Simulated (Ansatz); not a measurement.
```
ZnSe
1.0
    0.00000     2.83288     2.83288
    2.83288     0.00000     2.83288
    2.83288     2.83288     0.00000
Se Zn
1 1
Cartesian
  1.41644   1.41644   1.41644
  0.00000   0.00000   0.00000
```

**Question.** List the harmonic phonon frequencies (cm⁻¹; finite displacements on a 6×6×6 mesh, r2SCAN in Ansatz, a program for electronic structure, k mesh 6×6×6) at q = (0.000, 0.000, 0.333), (0.000, 0.167, 0.167), (0.000, 0.167, -0.167), in fractions of this cell's reciprocal vectors. At Γ leave out the LO-TO shift.

**Answer.** 
- (0.000, 0.000, 0.333): 51, 51, 142, 205, 205, 228
- (0.000, 0.167, 0.167): 48, 48, 79, 204, 204, 245
- (0.000, 0.167, -0.167): 47, 68, 110, 204, 206, 236
